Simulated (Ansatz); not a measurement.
The reference is CdTe in the zinc blende structure (space group F-43m, No. 216).

```
CdTe
1.0
    0.00000     3.30930     3.30930
    3.30930     0.00000     3.30930
    3.30930     3.30930     0.00000
Te Cd
1 1
Cartesian
  4.96395   4.96395   4.96395
  0.00000   0.00000   0.00000
```

All numbers come from PBE/PAW in Ansatz (a quantum-chemistry and plane-wave program), no SOC, earlier PAW set.

Carriers are added at fixed cell with a uniform background; the Fermi–Dirac width is that of 300 K.

One change was made to it. Results:

| quantity | base | after |
|---|---|---|
| Fermi level relative to the doped band's edge (positive inside the band; to 0.05 eV) | – | +1.15 eV |
| valley order (the lowest conduction-band minima on the path, energy above the VBM, named in the base's zone) | Γ 0.58 eV; L along ⟨111⟩ 1.76 eV | Γ 0.57 eV; L along ⟨111⟩ 1.75 eV |

Q: Which change produced these results?
(A) electrons 5.0×10^20 cm⁻³
(B) holes 2.0×10^21 cm⁻³
(C) holes 1.0×10^21 cm⁻³
(D) holes 5.0×10^20 cm⁻³

A: A, electrons 5.0×10^20 cm⁻³. For comparison, the Fermi level from band edge in the other runs: holes 1.0×10^21 cm⁻³ gives +0.20 eV; holes 2.0×10^21 cm⁻³ gives +0.30 eV; holes 5.0×10^20 cm⁻³ gives +0.10 eV.

Carriers are added with a uniform compensating background; total energy and stress of such cells depend on the potential's zero and are not compared; many-body gap narrowing is missing at this level. With Te present, leaving out spin-orbit coupling can change the band edges. The levels and masses belong to the bands next to the band gap. Stability against distortions was not tested.
